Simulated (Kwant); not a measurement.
Model system: quantum point contact (saddle potential) in a CdTe two-dimensional gas. Effective mass 0.096 mₑ, grid spacing 12 nm, hard walls, nominal width 300 nm (25 grid rows, so walls 312 nm apart), one parabolic valley, scattering region 900 nm long along x; energies count from the band bottom; Fermi energy 0.00244 eV. Potential (V0 + ½k y²) cos²(πx/L) for |x| < L/2, with V0 swept from 0.002562 to 0 eV, k = 2.7e-07 eV/nm², L = 350 nm.

The device is made up for the run: typed textbook-type constants, with dimensions and the other settings drawn at random.

Model: effective-mass tight-binding model on a square grid, one spin, coherent transport at 0 K (Kwant). Conductance is in e²/h.

Sweep values stay those of the base run.

Base results: G (e²/h) at V0 = 1.300 meV 2.51; mean G (e²/h) over the sweep 2.56; G (e²/h) at V0 = 1.931 meV 1.08; G (e²/h) at V0 = 0.6683 meV 3.96.

Problem. What follows from this one change: effective mass 0.096 → 0.077 mₑ?

Solution. G at V0 = 1.300 meV 2.51 → 2.17 e²/h; mean G over the sweep 2.56 → 2.29 e²/h; G at V0 = 1.931 meV 1.08 → 1.00 e²/h; G at V0 = 0.6683 meV 3.96 → 3.47 e²/h.

Problem. What follows from this one change: Fermi energy 0.00244 → 0.0017 eV?

Solution. G at V0 = 1.300 meV 2.51 → 0.94 e²/h; mean G over the sweep 2.56 → 1.25 e²/h; G at V0 = 1.931 meV 1.08 → 0.0031 e²/h; G at V0 = 0.6683 meV 3.96 → 2.15 e²/h.
